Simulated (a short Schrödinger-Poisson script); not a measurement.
Stack: gated Al0.3Ga0.7As/GaAs modulation-doped gas in a quantum well, at 77 K.

```csv
layer,material,thickness (nm),Nd (cm⁻³),Na (cm⁻³)
1,Al0.3Ga0.7As,30,-,-
2,Al0.3Ga0.7As,10,1.7e18,-
3,Al0.3Ga0.7As,10,-,-
4,GaAs,20,-,-
5,Al0.3Ga0.7As,4000,-,3e15
```

Constants are typed, rounded textbook-type inputs, not results; the design itself was drawn at random and stands for no fabricated device. Al0.3Ga0.7As: permittivity 12.05, conduction-band edge (eV) 0.237, gap (eV) 1.798, electron mass (mₑ) 0.0919, Nv at 300 K (cm⁻³) 9e18. GaAs: permittivity 12.9, conduction-band edge (eV) 0, gap (eV) 1.424, Nv at 300 K (cm⁻³) 9e18.

Channel valleys (confinement mass, in-plane density-of-states mass, number): Γ 0.067, 0.067, 1. At the gate the conduction-band edge of layer 1 lies 0.99 eV − eVg above the Fermi level of the channel; the field vanishes at the back. Donor level 0.02 eV below the band edge. The barrier under the gate holds no holes. Gaps are held at their typed values at every temperature. Mesh 0.08 nm at interfaces.

From a short Schrödinger-Poisson script (our own, NumPy): 1D Poisson equation in equilibrium, electrons quantum, Hartree plus LDA exchange-correlation (BenDaniel-Duke, 40 states a valley, the channel's in-plane mass for all, wave functions free to enter the barrier), parabolic valleys, classical holes, donors ionised by Fermi statistics, acceptors fully, no traps, pinning or gate leakage.

The same stack at other levels of the model or other numerical settings:

| run | sheet density of all electrons at Vg = 0.5 V (cm⁻²) | capacitance at Vg = 0.5 V (μF/cm²) | centroid of the channel electrons at Vg = 0.5 V (nm) | gate voltage at 1e11 electrons/cm² (V) | rough cost against the base |
|---|---|---|---|---|---|
| base | 4.68e11 | 0.269 | 5.33 | 0.15 | about 1 |
| electrons treated as classical, Boltzmann | 5.64e11 | 0.222 | 1.33 | 0.14 | 0.01 |
| electrons treated as classical, Fermi-Dirac | [?] | 0.263 | [?] | 0.14 | 0.08 |
| electrons treated as quantum, Hartree | [?] | 0.275 | 5.51 | 0.16 | about 1 |
| mesh six times as coarse | 4.67e11 | 0.269 | 5.30 | 0.15 | 0.2 |
| one subband a valley | 4.67e11 | 0.269 | 5.30 | 0.15 | 0.2 |

### Question
Complete the blanks.

### Answer

- electrons treated as classical, Fermi-Dirac, centroid of the channel electrons at Vg = 0.5 V (nm): 3.45
- electrons treated as classical, Fermi-Dirac, sheet density of all electrons at Vg = 0.5 V (cm⁻²): 4.84e11
- electrons treated as quantum, Hartree, sheet density of all electrons at Vg = 0.5 V (cm⁻²): 4.40e11

The classical rows ignore confinement, and Boltzmann statistics overrate the density once the band edge passes the Fermi level.
